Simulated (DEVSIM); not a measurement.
Structure: abrupt Si n-p junction, at 400 K.

Layer 1 from the left is Si, thickness (μm) 47.0, Nd (cm⁻³) 3.6e17, τn (s) 0.00045, τp (s) 0.00045. Layer 2 from the left is Si, thickness (μm) 18.0, Na (cm⁻³) 9.6e17, τn (s) 0.00045, τp (s) 0.00045.

Left contact: ohmic. Right contact: ohmic. Voltage is applied to the left contact. Recombination: SRH at mid-gap, Auger. Mobility is μmin + (μ − μmin)/(1 + (N/Nref)^α).

The device is made up for the run: typed textbook-type constants, with dimensions and the other settings drawn at random. Values at 300 K; Nc and Nv go as T^1.5, mobilities as T to minus their exponent, the gap by Varshni's rule with the affinity fixed.

Si: gap (eV) 1.124, affinity (eV) 4.05, permittivity 11.7, Nc (cm⁻³) 2.86e19, Nv (cm⁻³) 3.1e19, μn (cm²/Vs) 1417, μp (cm²/Vs) 470, μn,min 52, μp,min 45, Nref,n 9.7e16, Nref,p 2.2e17, αn 0.68, αp 0.72, T exponent of μn 2.3, T exponent of μp 2.2, Cn (cm⁶/s) 2.8e-31, Cp (cm⁶/s) 9.9e-32, Varshni α (eV/K) 0.000473, Varshni β (K) 636.

**Question.** Estimate by hand the built-in potential, the peak field at zero bias, and compare with a numerical solution.

**Answer.** 
- Built-in potential: ni = √(Nc Nv) exp(−Eg/2kT) = 5.68e12 cm⁻³ with Eg = 1.096 eV; Vbi = kT/q ln(Na Nd/ni²) = 0.796 V; numerical 0.796 V.
- Peak field at zero bias: depletion approximation: W = √(2εVbi/(qN)) = 0.0627 μm with N = 2.62e17 cm⁻³; field = 2Vbi/W = 254000 V/cm; numerical 243000 V/cm (estimate above by 4.6 %).

Simulated with DEVSIM: 1D drift-diffusion, Boltzmann statistics, complete ionisation; no tunnelling, impact ionisation, image-force lowering or self-heating.
